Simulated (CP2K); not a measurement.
Band structure of TePb (Fm-3m, 2 atoms in the cell).

```xyz
2
Lattice="4.7122 0.0000 0.0000 2.3561 4.0809 0.0000 2.3561 1.3603 3.8475" Properties=species:S:1:pos:R:3 pbc="T T T"
Te     0.0000     0.0000     0.0000
Pb     4.7122     2.7206     1.9238
```

Level of theory: CP2K with PBE, GPW, DZVP-MOLOPT-PBE-GTH basis, GTH-PBE potentials (POTENTIAL_UZH).

Settings: CUTOFF = 400 Ry; REL_CUTOFF = 50 Ry; KPOINTS/SCHEME = MONKHORST-PACK 9 9 9; XC_FUNCTIONAL = PBE; Te/BASIS_SET = DZVP-MOLOPT-PBE-GTH-q6; Te/POTENTIAL = GTH-PBE-q6; Pb/BASIS_SET = DZVP-MOLOPT-PBE-GTH-q4; Pb/POTENTIAL = GTH-PBE-q4; METHOD = GPW; EPS_DEFAULT = 1e-10; EXTRAPOLATION = USE_GUESS; NGRIDS = 5; SCF_GUESS = ATOMIC; EPS_SCF = 1e-06.

The starting cell comes from a database of computed structures (which also holds hypothetical and non-ambient phases and stackings), without a prior relaxation at this level. Its lattice was rescaled by a random factor within 2.5 % of one. Spin-orbit coupling is off. Values carry the incompleteness of an atom-centred basis.

Question: Predict the gap along the standard path and the places of the band edges.

Answer: The gap along the path is 0.67 eV, direct at L to within 0.01 eV.

Levels in eV from the top of the valence band on the SCF mesh, bands 2 to 6:
| point | 2 | 3 | 4 | 5 | 6 |
|---|---|---|---|---|---|
| Γ | -5.79 | -1.04 | -1.04 | -1.04 | 4.28 |
| X | -7.21 | -4.02 | -2.43 | -2.43 | 3.62 |
| W | -7.76 | -3.36 | -3.36 | -0.23 | 1.68 |
| K | -7.74 | -3.67 | -1.99 | -1.85 | 3.67 |
| L | -8.26 | -0.74 | -0.74 | 0.08 | 0.75 |
| U | -7.74 | -3.67 | -1.99 | -1.85 | 3.67 |

Higher empty bands are left out: an atom-centred basis made for the valence describes them poorly.
